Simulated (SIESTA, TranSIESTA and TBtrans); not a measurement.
# Ta chain with one H atom inserted

System: Ta chain with one H atom inserted. Leads: straight Ta chain, spacing 2.491 Å. Geometry: 3 atoms about the centre moved by SIESTA (PBE, DZP) to a largest force of 0.03 eV/Å, all others as built, motion along the axis alone. Transport runs along z; the first 6 and the last 6 of the 21 atoms are the lead cells, repeated to infinity.

```xyz
21
Lattice="9.000 0.000 0.000 0.000 9.000 0.000 0.000 0.000 50.479" Properties=species:S:1:pos:R:3 pbc="F F T"
Ta     4.500     4.500     0.000
Ta     4.500     4.500     2.491
Ta     4.500     4.500     4.982
Ta     4.500     4.500     7.473
Ta     4.500     4.500     9.964
Ta     4.500     4.500    12.455
Ta     4.500     4.500    14.946
Ta     4.500     4.500    17.437
Ta     4.500     4.500    19.928
Ta     4.500     4.500    22.136
H      4.500     4.500    23.995
Ta     4.500     4.500    25.850
Ta     4.500     4.500    28.060
Ta     4.500     4.500    30.551
Ta     4.500     4.500    33.042
Ta     4.500     4.500    35.533
Ta     4.500     4.500    38.024
Ta     4.500     4.500    40.515
Ta     4.500     4.500    43.006
Ta     4.500     4.500    45.497
Ta     4.500     4.500    47.988
```
Starting moments (μB): atom 7 +1, atom 8 +1, atom 9 +1, atom 10 +1, atom 12 +1, atom 13 +1, atom 14 +1, atom 15 +1; lead atoms +1 (left) and +1 (right).

Method: TranSIESTA and TBtrans, PBE, DZP numerical orbitals (energy shift 0.15 eV), PseudoDojo norm-conserving scalar-relativistic potentials, mesh cutoff 200 Ry, 300 K, spin-polarised (collinear), no spin-orbit coupling; self-consistent non-equilibrium Green functions.

Conductance at 300 K (G0 = 2e²/h): 0.72
Mean T from −0.5 to 0.5 eV: 0.77
Spin polarisation of the conductance, (up − down)/(up + down): 0.16

Energies count from the leads' Fermi level. Transmissions are for each spin. The energy step is 0.01 eV; narrower resonances are cut or missed.

| E (eV) | T up | T down | lead channels up | down |
|---|---|---|---|---|
| -1.95 | 0.31 | 0.29 | 3 | 1 |
| -1.80 | 0.56 | 0.48 | 4 | 3 |
| -1.65 | 0.54 | 0.36 | 4 | 3 |
| -1.50 | 0.56 | 0.25 | 4 | 3 |
| -1.35 | 0.60 | 0.079 | 4 | 3 |
| -1.20 | 0.65 | 0.42 | 4 | 3 |
| -1.05 | 0.69 | 0.80 | 4 | 4 |
| -0.90 | 0.72 | 0.77 | 4 | 4 |
| -0.75 | 0.75 | 0.74 | 4 | 4 |
| -0.60 | 0.77 | 0.71 | 4 | 4 |
| -0.45 | 0.85 | 0.67 | 6 | 4 |
| -0.30 | 0.84 | 0.63 | 6 | 4 |
| -0.15 | 0.84 | 0.61 | 6 | 4 |
| 0.00 | 0.84 | 0.61 | 6 | 4 |
| 0.15 | 0.84 | 0.62 | 6 | 4 |
| 0.30 | 0.86 | 2.57 | 6 | band edge |
| 0.45 | 0.88 | 0.72 | 6 | 6 |
| 0.60 | 0.92 | 0.77 | 6 | 6 |
| 0.75 | 0.97 | 0.86 | 6 | 6 |
| 0.90 | 1.05 | 0.95 | 6 | 6 |
| 1.05 | 1.17 | 1.01 | 6 | 6 |
| 1.20 | 1.37 | 1.08 | 6 | 6 |
| 1.35 | 1.26 | 1.15 | 3 | 6 |
| 1.50 | 1.05 | 1.22 | 3 | 6 |
| 1.65 | 0.78 | 1.27 | 1 | 6 |
| 1.80 | 0.75 | 1.34 | 1 | 6 |
| 1.95 | 0.72 | 1.45 | 1 | 6 |

The magnetic order of the leads was set by the start, and no other order was tried; the separate lead runs end at 1.12 (left) and 1.12 (right) μB an atom. The straight chain is held at its spacing; free chains may zigzag or dimerise. Spin-orbit coupling, left out here, matters for the heavy atoms.
